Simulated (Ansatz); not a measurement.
Base system: ZnGeP2 in the chalcopyrite structure (space group I-42d, No. 122; a = 5.500 Å, c = 10.844 Å).

All numbers come from PBE (Ansatz, a quantum-chemistry and plane-wave program; PAW; 420 eV plane waves; spin-orbit coupling left out).

Base values:

| Property | Result |
|---|---|
| Pressure | 0.00 GPa |

One thing is altered: the cell is scaled by 0.9893 in all directions, atoms relaxed at fixed cell.

### Question
Predict the new energy relative to the base.

### Answer
The energy increases by 5.1 meV/atom.

### Question
Predict the new pressure.

### Answer
The pressure (mean of the normal stresses, compression positive) goes from zero to 2.58 GPa.

The cells carry an imposed strain or load. Whether these cells are dynamically stable was not tested.
